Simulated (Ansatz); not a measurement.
System: BaGaHO2 (model structure, started from the SrVO2H type, P4/mmm, No. 123, 5 atoms in the cell). Method: LDA (plane waves, PAW; Ansatz, an electronic-structure program).

Run with plane-wave cutoff 520 eV, 14×14×14 k mesh, Fermi–Dirac smearing 0.05 eV, scalar-relativistic PAW data made under PBE.

Cell (relaxed at this level):

Space group P4/mmm (No. 123); a = b = 3.9312 Å, c = 3.8129 Å, α = β = γ = 90.00°

| atom | site | symmetry | x | y | z |
|---|---|---|---|---|---|
| Ba | 1d | 4/mmm | 0.5000 | 0.5000 | 0.5000 |
| Ga | 1a | 4/mmm | 0.0000 | 0.0000 | 0.0000 |
| O | 2f | mmm. | 0.0000 | 0.5000 | 0.0000 |
| H | 1b | 4/mmm | 0.0000 | 0.0000 | 0.5000 |

Task: What does this level give for the band gap, smallest direct gap on the k points sampled and direct gap at Γ?

Result: 
- band gap: 0.52 eV
- smallest direct gap on the k points sampled: 0.61 eV
- direct gap at Γ: 4.86 eV

Note: the relaxation could raise the start's symmetry but not lower it, so the cell can be a saddle point.

Spin–orbit coupling is not included.

The computed numbers hold no vibrational or temperature effects.

The result took very roughly 50 core-seconds.

A model structure was made by putting elements into a prototype or built by hand; it is no filed structure, need not be a known phase, and can be a saddle point held by its symmetry.
